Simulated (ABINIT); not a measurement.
ABINIT run on Tl (P6_3/mmc, 4 atoms in the cell): self-consistent single point.

Method of the run: PBE, norm-conserving pseudopotentials (PseudoDojo nc-sr-05 PBE standard) (plane waves; ABINIT).

The change in words: lattice scaled by 0.98. Reference geometry:
```yaml
crystal:
  lattice:
    - [3.47706, 0.00000, 0.00000]
    - [-1.73853, 3.01122, 0.00000]
    - [0.00000, 0.00000, 11.16421]
  atoms:
    - { symbol: Tl, position: [0.00000, 0.00000, 0.00000] }
    - { symbol: Tl, position: [0.00000, 0.00000, 0.50000] }
    - { symbol: Tl, position: [0.33333, 0.66667, 0.25000] }
    - { symbol: Tl, position: [0.66667, 0.33333, 0.75000] }
```

Reference input (self-consistent single point, DFT, PBE, plane waves, norm-conserving pseudopotentials (PseudoDojo nc-sr-05 PBE standard)): pseudos = [Tl.upf]; ecut = 816 eV; occopt = 3; tsmear = 0.1 eV; ngkpt = 11 11 3; nshiftk = 1; shiftk = 0 0 0; potentials = PseudoDojo nc-sr-05 PBE standard; nband = 34; kptopt = 1; nstep = 80; tolvrs = 1e-10. This run's input differs from it in these lines:

```diff
@@ -3,6 +3,6 @@
 pseudos "Tl.upf"
-acell 6.5706948738 6.5706948738 21.0972992978
+acell 6.4392817267 6.4392817267 20.6753536898
 rprim
-         1.0000000000    0.0000000009    0.0000000000
-        -0.5000000008    0.8660254034    0.0000000000
+         1.0000000000   -0.0000000832    0.0000000000
+        -0.4999999279    0.8660254454    0.0000000000
          0.0000000000    0.0000000000    1.0000000000
@@ -14,5 +14,5 @@
          0.0000000000    0.0000000000    0.0000000000
-         0.0000000000    0.0000000000   10.5486496489
-        -0.0000000033    3.7935924541    5.2743248245
-         3.2853474352    1.8967962299   15.8229744734
+         0.0000000000    0.0000000000   10.3376768449
+         0.0000003093    3.7177210383    5.1688384224
+         3.2196410180    1.8588602513   15.5065152673
 ecut 816 eV
```

Output (repeated stretches shortened):

```
--- !BeginCycle
solver: {iscf: 7, nstep: 80, nline: 4, wfoptalg: 0, }
tolerances: {tolvrs: 1.00E-10, }
...

     iter   Etot(hartree)      deltaE(h)  residm     vres2
 ETOT  1  -240.62244033964    -2.406E+02 6.337E-01 1.607E+02
 ETOT  2  -242.21940870889    -1.597E+00 2.679E-02 1.720E+02
 ETOT  3  -242.26667635923    -4.727E-02 9.968E-03 1.911E+01
 ETOT  4  -242.27196483287    -5.288E-03 4.253E-03 1.661E+00
 ETOT  5  -242.27245418999    -4.894E-04 5.740E-04 3.948E-02
 ETOT  6  -242.27246443195    -1.024E-05 1.334E-03 6.343E-03
 ETOT  7  -242.27246630184    -1.870E-06 1.615E-04 8.169E-06
 ETOT  8  -242.27246630409    -2.245E-09 2.496E-04 3.159E-06
 ETOT  9  -242.27246630498    -8.883E-10 1.004E-04 1.317E-07
 ETOT 10  -242.27246630502    -3.763E-11 1.022E-04 6.269E-11
 At SCF step   10       vres2   =  6.27E-11 < tolvrs=  1.00E-10 =>converged.

 Cartesian components of stress tensor (hartree/bohr^3)
  sigma(1 1)= -1.50296221E-04  sigma(3 2)=  0.00000000E+00
  sigma(2 2)= -1.50296221E-04  sigma(3 1)=  0.00000000E+00
  sigma(3 3)= -1.71223951E-04  sigma(2 1)= -5.85893667E-13

 ----iterations are completed or convergence reached----

 reduced coordinates (array xred) for    4 atoms
       0.000000000000      0.000000000000     -0.000000000000
       0.000000000000      0.000000000000      0.500000000000
       0.333333333333      0.666666666667      0.250000000000
       0.666666666667      0.333333333333      0.750000000000
 cartesian forces (eV/Angstrom) at end:
    1     -0.00000000000000    -0.00000000000000    -0.00000000000000
   [... lines left out ...]
 Fermi (or HOMO) energy (eV) =   7.07447   Average Vxc (eV)= -10.73493
   [... lines left out ...]
total_energy        : -2.42272466305015E+02
total_energy_eV     : -6.59256907933469E+03
band_energy         : -5.25156800401139E+00
...

-Cartesian components of stress tensor (GPa)         [Pressure=  4.6271E+00 GPa]
- sigma(1 1)= -4.42186673E+00  sigma(3 2)=  0.00000000E+00
- sigma(2 2)= -4.42186674E+00  sigma(3 1)=  0.00000000E+00
- sigma(3 3)= -5.03758171E+00  sigma(2 1)= -1.72375839E-08

 Calculation completed.
```

The run converged in 10 iterations. Against the reference run the free energy goes up by 34.7 meV/atom and the pressure goes from 1.99 to 4.63 GPa.

The starting cell comes from a database of computed structures (which also holds hypothetical and non-ambient phases and stackings), without a prior relaxation at this level. Its lattice was rescaled by a random factor within 2.5 % of one. For this run, on top of that: lattice scaled by 0.98. With a pressure of about 5 GPa the cell is away from its equilibrium volume at this level.

Cost on one core of a shared machine: roughly 4 min.
